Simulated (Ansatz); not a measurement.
For TaN (model structure, from the NbAs type, I4₁md, No. 109), LDA (Ansatz, a quantum-chemistry and plane-wave program, PAW) gives:

- lattice parameter a: 2.870 Å
- c axis length: 10.136 Å
- cohesive energy: 9.22 eV/atom
- band gap: 0.54 eV

Task: What does r²SCAN+rVV10 (PAW; Ansatz) give for the same quantities?

Result: 
- lattice constant a: 2.896 Å (goes up by 0.9 %)
- lattice parameter c: 10.215 Å (rises by 0.8 %)
- cohesive energy: 7.95 eV/atom (decreases by 1.27 eV/atom)
- band gap: 0.75 eV (increases by 0.21 eV)

Changes are worked out from the printed values.

Unless a cell is named, each level is at its own relaxed cell (LDA 10.44, r²SCAN+rVV10 10.71 Å³/atom).

Levels without +SOC leave out spin–orbit coupling, which shifts energies and cells of such heavy elements.

Levels without +SOC have no spin–orbit coupling; where heavier elements are present it shifts gaps, mostly down, and can invert bands. Density-functional gaps are differences of (generalised) Kohn–Sham levels.

Ansatz's density-functional and Hartree–Fock values are scalar-relativistic unless marked +SOC, with PAW data made under PBE.

A model structure was made by putting elements into a prototype or built by hand; it is no filed structure, need not be a known phase, and can be a saddle point held by its symmetry.
